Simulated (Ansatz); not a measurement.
For HfSiO (model structure, started from the ZrSiS type, P4/nmm, No. 129, 6 atoms in the cell), PBEsol (Ansatz, an electronic-structure program, PAW) gives:

- lattice constant a: 3.270 Å
- lattice parameter c: 7.176 Å
- bulk modulus: 187 GPa
- cohesive energy: 6.91 eV/atom

What does r²SCAN (Ansatz, plane waves, PAW) give for the same quantities?


- lattice constant a: 3.285 Å (goes up by 0.5 %)
- lattice parameter c: 7.201 Å (grows by 0.3 %)
- bulk modulus: 189 GPa (is nearly the same)
- cohesive energy: 6.46 eV/atom (falls by 0.45 eV/atom)

Changes are worked out from the printed values.

Unless a cell is named, each level is at its own relaxed cell (PBEsol 12.79, r²SCAN 12.95 Å³/atom).

Levels without +SOC leave out spin–orbit coupling, which shifts energies and cells of such heavy elements.

Caveats: the bulk modulus is −V dP/dV from two relaxed cells at ±2 % in volume (PBEsol, r²SCAN). Ansatz's density-functional and Hartree–Fock values are scalar-relativistic unless marked +SOC, with PAW data made under PBE.

A model structure was made by putting elements into a prototype or built by hand; it is no filed structure, need not be a known phase, and can be a saddle point held by its symmetry.
